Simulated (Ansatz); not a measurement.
Sb₂O₃ (Fd-3m, No. 227) was calculated with PBEsol (Ansatz, a quantum-chemistry and plane-wave program, PAW).

Run with plane-wave cutoff 500 eV, 6×6×6 k mesh, gaussian smearing 0.02 eV, scalar-relativistic PAW data made under PBE.

Cell (relaxed at this level):

```cif
data_O48Sb32
_chemical_formula_sum 'Sb32 O48'
_space_group_name_H-M_alt 'Fd-3m :1'
_space_group_IT_number 227
_space_group_name_Hall 'F 4d 2 3 -1d'
_cell_length_a 11.06175
_cell_length_b 11.06175
_cell_length_c 11.06175
_cell_angle_alpha 90.000
_cell_angle_beta 90.000
_cell_angle_gamma 90.000
loop_
_atom_site_label
_atom_site_type_symbol
_atom_site_symmetry_multiplicity
_atom_site_Wyckoff_symbol
_atom_site_fract_x
_atom_site_fract_y
_atom_site_fract_z
_atom_site_occupancy
Sb1 Sb 32 e 0.38320 0.38320 0.38320 1
O1 O 48 f 0.00000 0.00000 0.30944 1
```
(The calculation used a cell of 20 atoms; values per cell refer to that cell.)

Estimate the band gap that the calculation returns.


band gap: 2.97 eV (on the SCF k mesh)

Note: the relaxation could not lower the start's symmetry, so the cell can be a saddle point above a distorted one.

Spin–orbit coupling is not included.

Static lattice: no zero-point or thermal effects.
